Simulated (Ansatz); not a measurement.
## Random Si-Ge alloy, 4x4x4 cubic cells, lattice parameter by Vegard's rule

Prepared with Tersoff's 1989 multicomponent potential (SiCGe.tersoff) in LAMMPS: minimisation. Geometry as solved with PBE, support functions at accuracy medium on the grid of 370 eV (Ansatz, a first-principles code).

```xyz
512
Lattice="21.95 0.00 0.00 0.00 21.95 0.00 0.00 0.00 21.95" Properties=species:S:1:pos:R:3 pbc="T T T"
Si     0.00    -0.01    -0.01
Si     1.36     1.35     1.38
Si     2.73     2.73     0.04
Si     4.07     4.13     1.38
Si     2.74    -0.02     2.75
Si     4.08     1.33     4.15
Si    -0.03     2.73     2.72
Ge     1.37     4.12     4.12
Ge     0.00     0.00     5.49
Si     1.39     1.38     6.90
Si     2.76     2.72     5.53
Si     4.14     4.12     6.86
Si     2.75    -0.01     8.25
Si     4.13     1.36     9.61
Si     0.00     2.74     8.24
Si     1.40     4.09     9.57
Si     0.00    -0.01    10.97
Si     1.37     1.36    12.34
Si     2.75     2.73    10.97
Si     4.11     4.11    12.35
Si     2.74    -0.01    13.71
Si     4.09     1.37    15.08
Si     0.00     2.72    13.72
Si     1.36     4.12    15.08
Si     0.00    -0.02    16.46
Si     1.36     1.36    17.81
Si     2.73     2.75    16.46
Si     4.11     4.13    17.81
Si     2.71    -0.03    19.18
Ge     4.11     1.36    20.57
Si    -0.02     2.72    19.18
Ge     1.36     4.12    20.58
Si    -0.03     5.52     0.03
Si     1.36     6.89     1.37
Si     2.73     8.25    -0.01
Si     4.12     9.61     1.37
Si     2.75     5.53     2.73
Si     4.13     6.87     4.12
Si    -0.01     8.24     2.75
Si     1.38     9.61     4.11
Si    -0.02     5.51     5.51
Si     1.38     6.86     6.86
Si     2.74     8.23     5.48
Si     4.11     9.60     6.85
Si     2.75     5.48     8.21
Si     4.11     6.85     9.60
Si     0.02     8.24     8.22
Si     1.38     9.61     9.60
Ge     0.02     5.49    10.97
Si     1.40     6.88    12.37
Si     2.76     8.24    10.97
Si     4.12     9.62    12.34
Si     2.75     5.49    13.73
Si     4.13     6.86    15.09
Si     0.01     8.25    13.72
Si     1.40     9.60    15.07
Si     0.00     5.49    16.46
Si     1.37     6.87    17.82
Si     2.75     8.23    16.45
Si     4.11     9.62    17.83
Si     2.76     5.52    19.18
Si     4.09     6.91    20.54
Si     0.00     8.22    19.21
Si     1.36     9.62    20.57
Si     0.00    10.98     0.01
Si     1.37    12.35     1.37
Si     2.74    13.72     0.00
Si     4.12    15.08     1.37
Si     2.75    10.98     2.74
Si     4.11    12.35     4.11
Si     0.00    13.72     2.74
Si     1.37    15.09     4.11
Si     0.01    10.98     5.47
Si     1.38    12.34     6.85
Si     2.75    13.72     5.48
Si     4.12    15.09     6.85
Si     2.75    10.98     8.23
Si     4.12    12.34     9.60
Si     0.01    13.71     8.21
Si     1.40    15.06     9.58
Si     0.02    10.97    10.98
Si     1.38    12.35    12.35
Si     2.75    13.71    10.97
Si     4.11    15.09    12.35
Si     2.75    10.99    13.71
Si     4.12    12.35    15.09
Si     0.01    13.72    13.72
Si     1.37    15.09    15.10
Ge     0.00    10.98    16.47
Si     1.40    12.38    17.86
Si     2.75    13.73    16.47
Si     4.12    15.09    17.84
Si     2.75    10.98    19.21
Si     4.12    12.35    20.58
Si     0.00    13.73    19.21
Si     1.37    15.09    20.58
Si     0.00    16.45     0.00
Si     1.37    17.81     1.37
Si     2.73    19.19     0.00
Si     4.10    20.54     1.38
Si     2.75    16.45     2.74
Si     4.12    17.82     4.12
Si     0.00    19.18     2.73
Si     1.38    20.53     4.09
Si     0.00    16.46     5.48
Si     1.37    17.83     6.86
Si     2.74    19.19     5.48
Si     4.09    20.58     6.84
Si     2.74    16.46     8.22
Si     4.09    17.80     9.63
Si    -0.01    19.20     8.23
Si     1.37    20.57     9.60
Ge     0.01    16.47    10.97
Si     1.39    17.86    12.38
Si     2.74    19.21    10.98
Si     4.12    20.58    12.34
Si     2.74    16.46    13.72
Si     4.12    17.82    15.09
Si     0.00    19.21    13.73
Si     1.37    20.57    15.09
Si     0.01    16.47    16.46
Si     1.38    17.83    17.83
Si     2.75    19.20    16.45
Si     4.11    20.56    17.83
Si     2.74    16.45    19.20
Si     4.11    17.82    20.57
Si    -0.01    19.19    19.20
Si     1.36    20.56    20.57
Si     5.48    -0.08     0.00
Ge     6.87     1.32     1.38
Ge     8.27     2.76    -0.03
Si     9.64     4.15     1.40
Si     8.27    -0.05     2.78
Si     9.61     1.37     4.12
Ge     5.46     2.76     2.79
Si     6.89     4.14     4.15
Si     5.49    -0.01     5.49
Si     6.86     1.37     6.86
Si     8.24     2.74     5.49
Si     9.61     4.11     6.86
Si     8.24     0.00     8.23
Si     9.61     1.37     9.60
Si     5.50     2.74     8.24
Si     6.86     4.11     9.60
Si     5.50     0.00    10.99
Si     6.87     1.39    12.35
Si     8.24     2.74    10.96
Si     9.63     4.09    12.32
Si     8.26     0.02    13.69
Si     9.61     1.37    15.08
Si     5.48     2.73    13.72
Si     6.83     4.09    15.11
Si     5.45     0.02    16.47
Si     6.84     1.39    17.81
Si     8.23     2.74    16.45
Si     9.60     4.10    17.83
Ge     8.23    -0.02    19.20
Si     9.67     1.36    20.56
Si     5.50     2.77    19.17
Si     6.87     4.13    20.52
Ge     5.48     5.51    -0.01
Si     6.88     6.89     1.39
Si     8.23     8.24     0.00
Si     9.60     9.61     1.37
Si     8.24     5.50     2.76
Si     9.61     6.86     4.12
Si     5.49     8.25     2.75
Si     6.86     9.61     4.12
Si     5.50     5.50     5.49
Si     6.86     6.87     6.86
Si     8.23     8.23     5.48
Si     9.61     9.58     6.84
Si     8.23     5.48     8.22
Si     9.59     6.84     9.59
Si     5.47     8.23     8.22
Si     6.82     9.58     9.61
Si     5.47     5.48    10.96
Si     6.82     6.87    12.32
Si     8.19     8.21    10.94
Ge     9.56     9.63    12.32
Ge     8.23     5.48    13.71
Si     9.60     6.85    15.14
Si     5.48     8.24    13.71
Si     6.85     9.61    15.10
Si     5.49     5.49    16.46
Si     6.86     6.87    17.83
Si     8.22     8.25    16.47
Si     9.60     9.61    17.84
Si     8.25     5.51    19.18
Si     9.60     6.86    20.57
Si     5.49     8.25    19.19
Si     6.86     9.61    20.57
Si     5.49    10.98     0.00
Si     6.86    12.34     1.37
Si     8.23    13.72     0.00
Si     9.60    15.09     1.37
Si     8.23    10.98     2.75
Si     9.60    12.35     4.12
Si     5.49    13.71     2.74
Si     6.86    15.09     4.10
Si     5.48    10.98     5.48
Si     6.83    12.37     6.83
Si     8.23    13.73     5.48
Si     9.61    15.09     6.85
Ge     8.22    10.98     8.23
Si     9.61    12.39     9.61
Si     5.48    13.72     8.23
Si     6.85    15.09     9.60
Si     5.49    10.98    10.98
Si     6.85    12.36    12.35
Si     8.22    13.73    10.98
Si     9.60    15.09    12.36
Si     8.19    11.01    13.75
Si     9.60    12.36    15.10
Si     5.48    13.73    13.72
Si     6.86    15.09    15.09
Si     5.48    10.98    16.46
Si     6.86    12.35    17.83
Si     8.23    13.73    16.47
Si     9.60    15.09    17.84
Si     8.23    10.98    19.21
Si     9.60    12.35    20.58
Si     5.49    13.72    19.21
Si     6.86    15.09    20.58
Si     5.49    16.46     0.00
Si     6.86    17.82     1.37
Si     8.24    19.18     0.01
Si     9.62    20.56     1.37
Si     8.23    16.46     2.74
Si     9.60    17.83     4.10
Si     5.49    19.19     2.75
Si     6.86    20.55     4.13
Si     5.49    16.45     5.48
Si     6.88    17.80     6.84
Si     8.24    19.19     5.49
Si     9.60    20.57     6.86
Si     8.24    16.45     8.23
Si     9.60    17.83     9.60
Ge     5.49    19.19     8.24
Si     6.89    20.59     9.63
Si     5.48    16.45    10.98
Si     6.86    17.82    12.34
Si     8.24    19.20    10.98
Si     9.62    20.57    12.34
Si     8.22    16.46    13.72
Si     9.61    17.82    15.09
Si     5.47    19.18    13.69
Ge     6.86    20.57    15.09
Si     5.49    16.46    16.46
Si     6.86    17.82    17.84
Si     8.26    19.17    16.47
Si     9.64    20.54    17.81
Si     8.23    16.46    19.21
Si     9.61    17.83    20.58
Si     5.48    19.18    19.20
Si     6.85    20.52    20.59
Si    11.00    -0.02     0.01
Si    12.35     1.37     1.37
Si    13.72     2.74     0.00
Si    15.08     4.12     1.37
Si    13.72     0.00     2.74
Si    15.09     1.37     4.12
Si    10.98     2.74     2.75
Si    12.35     4.11     4.12
Si    10.98     0.00     5.49
Si    12.35     1.37     6.86
Si    13.72     2.74     5.49
Si    15.09     4.11     6.86
Si    13.71    -0.01     8.23
Si    15.08     1.36     9.60
Si    10.98     2.74     8.22
Si    12.35     4.10     9.59
Si    10.98     0.00    10.97
Si    12.35     1.36    12.34
Si    13.71     2.73    10.97
Si    15.08     4.10    12.34
Si    13.71    -0.01    13.72
Si    15.08     1.35    15.09
Si    10.99     2.74    13.71
Si    12.35     4.11    15.09
Si    10.98    -0.01    16.45
Si    12.35     1.36    17.82
Si    13.72     2.74    16.46
Si    15.07     4.11    17.85
Si    13.72     0.00    19.20
Si    15.08     1.37    20.57
Si    11.00     2.74    19.19
Si    12.35     4.12    20.58
Si    10.98     5.50     0.00
Si    12.35     6.86     1.36
Si    13.72     8.24     0.00
Si    15.10     9.61     1.36
Si    13.71     5.49     2.74
Si    15.09     6.86     4.11
Si    10.95     8.21     2.72
Ge    12.35     9.61     4.11
Si    10.98     5.48     5.48
Si    12.35     6.84     6.86
Si    13.74     8.21     5.51
Si    15.10     9.61     6.85
Si    13.72     5.47     8.23
Si    15.09     6.84     9.59
Si    10.96     8.20     8.20
Ge    12.35     9.60     9.59
Si    10.98     5.47    10.95
Si    12.37     6.81    12.33
Si    13.74     8.20    10.99
Si    15.08     9.60    12.36
Si    13.73     5.46    13.72
Si    15.08     6.86    15.08
Ge    11.00     8.21    13.74
Si    12.37     9.63    15.12
Si    10.98     5.47    16.48
Si    12.34     6.85    17.84
Si    13.69     8.21    16.45
Ge    15.09     9.60    17.84
Si    13.71     5.49    19.22
Si    15.09     6.85    20.59
Si    10.97     8.24    19.21
Si    12.34     9.61    20.58
Si    10.97    10.98     0.00
Si    12.34    12.36     1.37
Si    13.71    13.73     0.01
Si    15.09    15.09     1.37
Si    13.74    11.00     2.71
Si    15.09    12.35     4.10
Si    10.97    13.72     2.74
Si    12.34    15.09     4.11
Si    10.96    11.00     5.50
Si    12.34    12.36     6.86
Si    13.71    13.72     5.47
Si    15.10    15.07     6.82
Si    13.74    11.00     8.20
Si    15.09    12.36     9.60
Si    10.98    13.73     8.23
Si    12.32    15.08     9.63
Si    10.98    11.03    10.97
Si    12.35    12.36    12.36
Si    13.72    13.72    10.98
Si    15.09    15.10    12.34
Si    13.72    10.98    13.72
Si    15.08    12.36    15.08
Si    10.97    13.73    13.73
Si    12.35    15.09    15.09
Si    10.97    10.99    16.47
Si    12.34    12.36    17.84
Si    13.72    13.72    16.47
Si    15.08    15.10    17.84
Si    13.69    11.00    19.23
Si    15.08    12.36    20.59
Si    10.97    13.73    19.21
Si    12.35    15.10    20.58
Si    10.98    16.46     0.00
Si    12.35    17.83     1.37
Si    13.73    19.20     0.00
Si    15.09    20.57     1.37
Si    13.71    16.46     2.74
Si    15.08    17.83     4.11
Si    10.99    19.19     2.74
Si    12.35    20.58     4.11
Si    10.97    16.46     5.47
Si    12.32    17.86     6.83
Si    13.71    19.21     5.48
Si    15.08    20.57     6.86
Ge    13.71    16.47     8.23
Si    15.11    17.86     9.62
Si    10.96    19.21     8.23
Si    12.34    20.57     9.60
Si    10.96    16.46    10.98
Si    12.34    17.83    12.35
Si    13.71    19.21    10.98
Si    15.09    20.57    12.35
Si    13.72    16.46    13.72
Si    15.09    17.83    15.09
Si    10.97    19.20    13.72
Si    12.35    20.57    15.08
Si    10.98    16.46    16.46
Si    12.35    17.83    17.83
Si    13.72    19.20    16.46
Si    15.09    20.57    17.83
Si    13.71    16.46    19.21
Si    15.09    17.83    20.57
Si    10.99    19.19    19.21
Si    12.36    20.57    20.58
Si    16.45     0.00    -0.01
Si    17.80     1.39     1.34
Si    19.19     2.75    -0.01
Si    20.55     4.12     1.37
Ge    19.19    -0.01     2.73
Si    20.56     1.41     4.11
Si    16.45     2.75     2.74
Si    17.82     4.12     4.12
Si    16.45     0.00     5.50
Si    17.83     1.37     6.86
Si    19.19     2.75     5.49
Si    20.59     4.10     6.85
Si    19.20     0.00     8.23
Si    20.57     1.36     9.60
Si    16.45     2.73     8.23
Si    17.81     4.08     9.63
Si    16.45    -0.01    10.97
Si    17.83     1.34    12.34
Si    19.19     2.71    10.98
Si    20.58     4.06    12.34
Si    19.20    -0.01    13.72
Si    20.57     1.35    15.09
Si    16.43     2.70    13.69
Ge    17.79     4.08    15.12
Si    16.46    -0.01    16.46
Si    17.83     1.36    17.84
Si    19.22     2.71    16.49
Si    20.57     4.11    17.83
Si    19.19    -0.02    19.21
Si    20.56     1.36    20.57
Si    16.45     2.74    19.20
Si    17.82     4.12    20.57
Si    16.46     5.48     0.01
Si    17.83     6.86     1.38
Si    19.20     8.23     0.02
Si    20.58     9.61     1.38
Si    19.19     5.48     2.75
Si    20.57     6.86     4.11
Si    16.46     8.23     2.74
Si    17.83     9.61     4.10
Si    16.45     5.49     5.48
Si    17.80     6.88     6.83
Si    19.20     8.23     5.47
Si    20.60     9.58     6.82
Ge    19.19     5.49     8.23
Si    20.57     6.91     9.60
Si    16.45     8.23     8.23
Si    17.80     9.59     9.62
Si    16.45     5.48    10.97
Si    17.81     6.88    12.32
Si    19.20     8.25    10.98
Si    20.58     9.61    12.35
Ge    19.22     5.51    13.70
Si    20.60     6.89    15.11
Si    16.45     8.23    13.72
Si    17.84     9.59    15.08
Si    16.42     5.51    16.50
Si    17.83     6.85    17.84
Si    19.20     8.23    16.47
Si    20.56     9.58    17.87
Si    19.21     5.48    19.20
Si    20.56     6.87    20.58
Si    16.49     8.21    19.24
Si    17.84     9.60    20.60
Si    16.46    10.98     0.00
Si    17.83    12.35     1.37
Si    19.20    13.72     0.00
Si    20.57    15.09     1.37
Si    19.20    10.98     2.74
Si    20.58    12.35     4.11
Si    16.47    13.73     2.74
Si    17.84    15.10     4.10
Si    16.46    10.98     5.47
Si    17.81    12.37     6.83
Si    19.20    13.73     5.47
Si    20.57    15.09     6.86
Ge    19.21    10.97     8.21
Si    20.62    12.35     9.60
Si    16.45    13.73     8.22
Si    17.81    15.12     9.58
Si    16.43    10.97    10.98
Si    17.79    12.32    12.36
Ge    19.19    13.72    10.98
Si    20.57    15.10    12.40
Si    19.20    10.97    13.72
Si    20.56    12.37    15.06
Si    16.45    13.73    13.72
Si    17.82    15.11    15.09
Si    16.46    10.97    16.42
Ge    17.84    12.35    17.83
Si    19.22    13.76    16.44
Si    20.59    15.10    17.83
Si    19.22    10.95    19.24
Si    20.58    12.35    20.58
Si    16.43    13.74    19.23
Si    17.83    15.10    20.58
Si    16.46    16.46     0.00
Si    17.83    17.83     1.37
Si    19.20    19.19    -0.01
Si    20.59    20.54     1.34
Si    19.21    16.46     2.74
Si    20.57    17.83     4.11
Si    16.45    19.19     2.74
Si    17.80    20.55     4.14
Si    16.46    16.46     5.47
Si    17.82    17.82     6.85
Si    19.19    19.19     5.49
Si    20.54    20.55     6.87
Si    19.20    16.47     8.21
Si    20.55    17.85     9.58
Si    16.46    19.21     8.23
Si    17.83    20.58     9.60
Si    16.46    16.47    10.98
Si    17.84    17.84    12.35
Si    19.20    19.21    10.97
Si    20.57    20.57    12.34
Si    19.20    16.48    13.73
Si    20.58    17.84    15.10
Si    16.46    19.20    13.72
Si    17.83    20.57    15.09
Si    16.45    16.46    16.46
Si    17.83    17.83    17.83
Si    19.20    19.20    16.47
Si    20.57    20.57    17.84
Si    19.20    16.45    19.20
Si    20.57    17.82    20.57
Si    16.46    19.20    19.20
Si    17.82    20.56    20.58
```
